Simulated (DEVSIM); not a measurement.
System: illuminated Si p-on-n cell, one wavelength, at 350 K.

Layer 1 from the left is Si, thickness (μm) 0.420, Na (cm⁻³) 2.8e18, τn (s) 2.3e-6, τp (s) 7.3e-8, absorption coefficient (cm⁻¹) 130. Layer 2 from the left is Si, thickness (μm) 170, Nd (cm⁻³) 3.1e15, τn (s) 2.5e-6, τp (s) 2.5e-6, absorption coefficient (cm⁻¹) 130.

Left contact: ohmic, minority electron recombination velocity 2000 cm/s. Right contact: ohmic, minority hole recombination velocity 3e5 cm/s. Voltage is applied to the left contact. Recombination: SRH at mid-gap, radiative, Auger. Light enters at the left, 7.2e14 photons cm⁻² s⁻¹, one pass, no reflection. Mobility is μmin + (μ − μmin)/(1 + (N/Nref)^α).

Constants are typed, rounded textbook-type inputs, not results; the design itself was drawn at random and stands for no fabricated device. Values at 300 K; Nc and Nv go as T^1.5, mobilities as T to minus their exponent, the gap by Varshni's rule with the affinity fixed.

Si: gap (eV) 1.124, affinity (eV) 4.05, permittivity 11.7, Nc (cm⁻³) 2.86e19, Nv (cm⁻³) 3.1e19, μn (cm²/Vs) 1417, μp (cm²/Vs) 470, μn,min 52, μp,min 45, Nref,n 9.7e16, Nref,p 2.2e17, αn 0.68, αp 0.72, T exponent of μn 2.3, T exponent of μp 2.2, B (cm³/s) 4.7e-15, Cn (cm⁶/s) 2.8e-31, Cp (cm⁶/s) 9.9e-32, Varshni α (eV/K) 0.000473, Varshni β (K) 636.

DEVSIM, 1D drift-diffusion, Boltzmann statistics, complete ionisation; no tunnelling, impact ionisation, image-force lowering or self-heating.

Problem. What does the simulation give for the dark forward voltage at 100 A/cm², the dark forward voltage at 1 A/cm², the open-circuit voltage?

Solution. dark forward voltage at 100 A/cm² 0.947 V; dark forward voltage at 1 A/cm² 0.583 V; open-circuit voltage 0.238 V.
